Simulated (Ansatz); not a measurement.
Seebeck coefficient (μV/K, mean over directions) of p-type BeS (F-43m) against carrier density, HSE06, rigid bands in Ansatz (a program for electronic structure). Computed gap 4.04 eV; densities at which minority carriers matter at this gap, or further valleys turn the trend, are left out. Conductivity mass 0.64 mₑ (harmonic mean over directions), N_v = 7.8e19 cm⁻³ at 300 K.

```tsv
hole density	300 K	500 K
1e16 cm⁻³	985	1050
1e17 cm⁻³	787	852
1e18 cm⁻³	589	…
3e18 cm⁻³	494	559
1e19 cm⁻³	391	455
3e19 cm⁻³	…	362
1e20 cm⁻³	201	261
3e20 cm⁻³	122	…
1e21 cm⁻³	60	96
```

### Question
Some entries are withheld; supply them.

### Answer

- 1e18 cm⁻³, 500 K: 653
- 3e19 cm⁻³, 300 K: 298
- 3e20 cm⁻³, 500 K: 175

Rigid bands with a gap fixed in temperature, one relaxation time for all states, no polarons or phonon drag, and whether or not such doping can be reached. Spin-orbit coupling is left out; where it splits the top of the valence band, N_v and the p-type Seebeck coefficient come out somewhat high without it. Geometry: cell and atoms relaxed with PBEsol.
